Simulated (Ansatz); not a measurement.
This concerns the formation energy of the neutral V_Si in CoSi2 (Fm-3m). Reaction: 32 CoSi2 (Fm-3m) → cell A + Si (diamond).

Cell A: a supercell of 96 sites of CoSi2 (Fm-3m) with one empty Si site amid 4 Co; spin state with PBE: no moments, k-point mesh 2×2×2.
```
CELL_PARAMETERS angstrom
     10.71905     0.00000     0.00000
      0.00000    10.71905     0.00000
      0.00000     0.00000    10.71905
ATOMIC_POSITIONS crystal
  Co 0.00050 0.99950 0.99950
  Co 0.00120 0.24935 0.24935
  Co 0.25188 0.00188 0.25052
  Co 0.25188 0.25052 0.00188
  Si 0.12500 0.12484 0.37500
  Si 0.12500 0.37500 0.37500
  Si 0.12500 0.37500 0.12484
  Si 0.12613 0.12438 0.12438
  Si 0.38010 0.13010 0.13010
  Si 0.37669 0.37566 0.12669
  Si 0.37170 0.37500 0.37500
  Si 0.37669 0.12669 0.37566
  Co 0.99812 0.00188 0.49948
  Co 0.99812 0.25052 0.74812
  Co 0.24950 0.99950 0.75050
  Co 0.24880 0.24935 0.50065
  Si 0.12500 0.12715 0.87500
  Si 0.12500 0.37500 0.87500
  Si 0.12500 0.37500 0.62516
  Si 0.12387 0.12438 0.62562
  Si 0.37469 0.12469 0.62531
  Si 0.37669 0.37434 0.62331
  Si 0.37484 0.37500 0.87500
  Si 0.37438 0.12438 0.87613
  Co 0.99812 0.49948 0.00188
  Co 0.99812 0.74812 0.25052
  Co 0.24880 0.50065 0.24935
  Co 0.24950 0.75050 0.99950
  Si 0.12500 0.62516 0.37500
  Si 0.12500 0.87500 0.37500
  Si 0.12500 0.87500 0.12715
  Si 0.12387 0.62562 0.12438
  Si 0.37469 0.62531 0.12469
  Si 0.37438 0.87613 0.12438
  Si 0.37484 0.87500 0.37500
  Si 0.37669 0.62331 0.37434
  Co 0.00120 0.50065 0.50065
  Co 0.00050 0.75050 0.75050
  Co 0.25188 0.49948 0.74812
  Co 0.25188 0.74812 0.49948
  Si 0.12500 0.62285 0.87500
  Si 0.12500 0.87500 0.87500
  Si 0.12500 0.87500 0.62285
  Si 0.12613 0.62562 0.62562
  Si 0.38010 0.61990 0.61990
  Si 0.37438 0.87387 0.62562
  Si 0.37715 0.87500 0.87500
  Si 0.37438 0.62562 0.87387
  Co 0.50052 0.00188 0.00188
  Co 0.50733 0.25733 0.25733
  Co 0.75065 0.99880 0.24935
  Co 0.75065 0.24935 0.99880
  Si 0.62500 0.12170 0.37500
  Si 0.62500 0.37500 0.12170
  Si 0.62566 0.12669 0.12669
  Si 0.87531 0.12469 0.12469
  Si 0.87331 0.37434 0.12669
  Si 0.87830 0.37500 0.37500
  Si 0.87331 0.12669 0.37434
  Co 0.49935 0.99880 0.50065
  Co 0.49935 0.24935 0.75120
  Co 0.74948 0.00188 0.74812
  Co 0.74267 0.25733 0.49267
  Si 0.62500 0.12484 0.87500
  Si 0.62500 0.37500 0.87500
  Si 0.62500 0.37500 0.62830
  Si 0.62434 0.12669 0.62331
  Si 0.86990 0.13010 0.61990
  Si 0.87331 0.37566 0.62331
  Si 0.87516 0.37500 0.87500
  Si 0.87562 0.12438 0.87387
  Co 0.49935 0.50065 0.99880
  Co 0.49935 0.75120 0.24935
  Co 0.74267 0.49267 0.25733
  Co 0.74948 0.74812 0.00188
  Si 0.62500 0.62830 0.37500
  Si 0.62500 0.87500 0.37500
  Si 0.62500 0.87500 0.12484
  Si 0.62434 0.62331 0.12669
  Si 0.86990 0.61990 0.13010
  Si 0.87562 0.87387 0.12438
  Si 0.87516 0.87500 0.37500
  Si 0.87331 0.62331 0.37566
  Co 0.50733 0.49267 0.49267
  Co 0.50052 0.74812 0.74812
  Co 0.75065 0.50065 0.75120
  Co 0.75065 0.75120 0.50065
  Si 0.62500 0.62516 0.87500
  Si 0.62500 0.87500 0.87500
  Si 0.62500 0.87500 0.62516
  Si 0.62566 0.62331 0.62331
  Si 0.87531 0.62531 0.62531
  Si 0.87562 0.87613 0.62562
  Si 0.87285 0.87500 0.87500
  Si 0.87562 0.62562 0.87613
```

Reference: Si (diamond, Fd-3m), 2 atoms in the cell, k-point mesh 10×10×10 on the run's own vectors. Conventional cell: a = b = c = 5.470 Å, α = β = γ = 90.00°.

Reference: CoSi2 (Fm-3m), 96 atoms in the cell, the relaxed perfect crystal repeated, atoms not moved again; spin state with PBE: no moments, k-point mesh 2×2×2 on the run's own vectors.

Computed with Ansatz (plane waves, PAW), its default PAW set, cutoff 420 eV. The structures are at rest with PBE, within the held lattices. Neutral cells; Fermi-Dirac smearing of at most 0.05 eV in the solids, energies taken to zero width. Larger cells are relaxed from a start prepared with the learned potential CHGNet till forces fall under 0.03 eV/Å, which some starts already meet. A dispersion term (D3(BJ), or D4 for r2SCAN) was computed beside these levels and is taken off wherever the name lacks it. Space groups of crystals are read within 0.01 Å. No zero-point or thermal terms. No structure search was made; lower ones may exist. Values are for these cell sizes. Mesh and cell size may move defect energies by 0.1 eV or more. The value holds for the reservoirs listed; other chemical potentials shift it. Cell A has symmetry P-43m within 0.02 Å and got no random move, so less symmetric positions, which may lie lower, weren't tried.

### Question
Predict the value from PBE.

### Answer
2.09 eV, for 32 CoSi2 (Fm-3m) → cell A + Si (diamond).

Ansatz is a program for electronic structure.
